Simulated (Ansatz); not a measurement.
L1₂ (Cu3Au-type) Al₃Sc: PBE at its full settings (plane-wave cutoff 520 eV, 14×14×14 k mesh, Fermi–Dirac smearing 0.05 eV, scalar-relativistic PAW data made under PBE) and at cheaper ones, in a cell of 4 atoms with Γ-centred meshes.

```tsv
level and setting	equilibrium lattice constant a (Å)	bulk modulus (GPa)
PBE (Ansatz)	4.106	86.6
PBE (300 eV cutoff) (Ansatz)	4.107	89.0
PBE (Γ point alone) (Ansatz)	4.251	69.2
PBE (2×2×2 k mesh) (Ansatz)	4.180	78.3
PBE (4×4×4 k mesh) (Ansatz)	4.110	81.0
PBE (6×6×6 k mesh) (Ansatz)	4.105	85.4
PBE (Fermi-Dirac smearing of 0.3 eV) (Ansatz)	4.116	83.1
```

Largest shifts from the full settings: lattice constant a +3.53 % (PBE (Γ point alone)), against a difference of +0.07 % of the full result from the reference 4.103 Å (measured, room temperature, not corrected to a static lattice; as tabulated in A Combined Experimental and First-Principles Based Assessment of …); bulk modulus -20 % (PBE (Γ point alone)), against a difference of -5.4 % of the full result from the reference 91.5 ± 1 GPa (measured, 298 K, not corrected to a static lattice, polycrystal; as tabulated in A Combined Experimental and First-Principles Based Assessment of …).

Ansatz's density-functional and Hartree–Fock values are scalar-relativistic unless marked +SOC, with PAW data made under PBE.

Run with cheap settings on purpose, which may leave them unconverged: PBE (2×2×2 k mesh), PBE (300 eV cutoff), PBE (4×4×4 k mesh), PBE (6×6×6 k mesh), PBE (Fermi-Dirac smearing of 0.3 eV), PBE (Γ point alone).

Ansatz is a quantum-chemistry and plane-wave program.
